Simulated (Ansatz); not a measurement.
# What tensor shear ε_xy = +2.79 % does to Cu3N

Base system: Cu₃N (space group Pm-3m, No. 221; a = 3.827 Å). Axes: x, y, z lie along the cube axes.

Now apply this change: tensor shear ε_xy = +2.79 % (engineering shear γ = 0.0558), atoms relaxed at fixed cell.

Level of theory: PBE, PAW, 420 eV (Ansatz, a first-principles code; no spin-orbit coupling). Γ-centred 9×9×9 mesh, Fermi–Dirac width 0.05 eV.

The volume per atom hardly moves (14.01 Å³ against 14.00 Å³) and the space group goes from Pm-3m (No. 221) to Cmmm (No. 65). The energy goes up by 2.6 meV/atom and the pressure (mean of the normal stresses, compression positive) rises by 0.07 GPa (-0.01 GPa → 0.06 GPa). The band gap shrinks by 0.137 eV, from 0.22 eV to 0.09 eV (uncertain: the Fermi level lies in a band; the changed cell) and the stress (xx, yy, zz, yz, xz, xy; compression positive) amounts to (0.13, 0.13, -0.06, 0.00, 0.00, -1.09) GPa.

The cells carry an imposed strain or load. Stability against distortions was not tested. The final runs are not spin-polarised. A zero or small gap of Cu3N can be the functional's error rather than a property of the material.
